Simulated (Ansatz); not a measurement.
A computed series for ZnCu: response to strain

Base system: ZnCu in the CsCl type structure (space group Pm-3m, No. 221; relaxed with 0.1 eV smearing).

```xyz
2
Lattice="2.9085 0.0000 0.0000 0.0000 2.9085 0.0000 0.0000 0.0000 2.9085" Properties=species:S:1:pos:R:3 pbc="T T T"
Zn     1.4542     1.4542     1.4542
Cu     0.0000     0.0000     0.0000
```

Cartesian axes are those of the cell as printed.

Strains are applied to the cell and any free atomic positions relax.

The values are results of PBEsol (Ansatz, an electronic-structure program), spin-orbit coupling left out, not measurements.

Notes on the quantities. energy relative to the base: free energy F; pressure: mean of the normal stresses, compression positive.

| variant | energy relative to the base | volume per atom | pressure |
|---|---|---|---|
| base | 0 meV/atom | 12.30 Å³ | 0.0 GPa |
| uniaxial strain ε_zz = −3.00 % | +5.2 meV/atom | 11.93 Å³ | 4.5 GPa |
| uniaxial strain ε_zz = −1.50 % | +1.2 meV/atom | 12.12 Å³ | 2.2 GPa |
| uniaxial strain ε_zz = −1.00 % | +0.5 meV/atom | 12.18 Å³ | 1.4 GPa |
| uniaxial strain ε_zz = −0.50 % | +0.1 meV/atom | 12.24 Å³ | 0.7 GPa |
| uniaxial strain ε_zz = +0.50 % | +0.1 meV/atom | 12.36 Å³ | -0.7 GPa |
| uniaxial strain ε_zz = +1.00 % | +0.5 meV/atom | 12.42 Å³ | -1.3 GPa |
| uniaxial strain ε_zz = +1.50 % | +1.1 meV/atom | 12.49 Å³ | -2.0 GPa |
| uniaxial strain ε_zz = +2.00 % | +2.0 meV/atom | 12.55 Å³ | -2.6 GPa |
| uniaxial strain ε_zz = +3.00 % | +4.4 meV/atom | 12.67 Å³ | -3.7 GPa |

No phonon test of stability was made. All final runs are without spin polarisation.
